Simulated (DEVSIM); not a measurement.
Structure: abrupt Si p-n junction, at 300 K.

Layer 1 from the left is Si, thickness (μm) 0.310, Na (cm⁻³) 4.2e17, τn (s) 1.5e-6, τp (s) 1.5e-6. Layer 2 from the left is Si, thickness (μm) 120, Nd (cm⁻³) 4.9e17, τn (s) 1.5e-6, τp (s) 1.5e-6.

Left contact: ohmic. Right contact: ohmic. Voltage is applied to the left contact. Recombination: SRH at mid-gap, Auger. Mobility is μmin + (μ − μmin)/(1 + (N/Nref)^α).

Constants are typed, rounded textbook-type inputs, not results; the design itself was drawn at random and stands for no fabricated device. Values at 300 K.

Si: gap (eV) 1.124, affinity (eV) 4.05, permittivity 11.7, Nc (cm⁻³) 2.86e19, Nv (cm⁻³) 3.1e19, μn (cm²/Vs) 1417, μp (cm²/Vs) 470, μn,min 52, μp,min 45, Nref,n 9.7e16, Nref,p 2.2e17, αn 0.68, αp 0.72, Cn (cm⁶/s) 2.8e-31, Cp (cm⁶/s) 9.9e-32.

Simulated with DEVSIM: 1D drift-diffusion, Boltzmann statistics, complete ionisation; no tunnelling, impact ionisation, image-force lowering or self-heating.

What does the simulation give for the dark forward voltage at 1 A/cm², the potential step across the device at zero bias, the dark forward voltage at 100 A/cm²?

dark forward voltage at 1 A/cm² 0.642 V; potential step across the device at zero bias 0.908 V; dark forward voltage at 100 A/cm² 0.800 V.
